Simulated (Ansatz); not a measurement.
# Lattice parameter c of OsGe (model structure, started from the WC type, P-6m2, No. 187, 2 atoms in the cell) at several levels of theory

No measured value is used here.

```tsv
level (code)	value (Å)
LDA (Ansatz)	2.946
PBE (Ansatz)	2.985
PBEsol (Ansatz)	2.963
r²SCAN (Ansatz)	2.962
```

Density-functional levels without +SOC have no spin–orbit coupling. LDA, PBE, PBEsol, r²SCAN: the run has no spin polarisation, so it can have missed a magnetic state. Cutoffs differ between the levels. Ansatz's density-functional and Hartree–Fock values are scalar-relativistic unless marked +SOC, with PAW data made under PBE.

A model structure was made by putting elements into a prototype or built by hand; it is no filed structure, need not be a known phase, and can be a saddle point held by its symmetry.

Ansatz is a quantum-chemistry and plane-wave program.
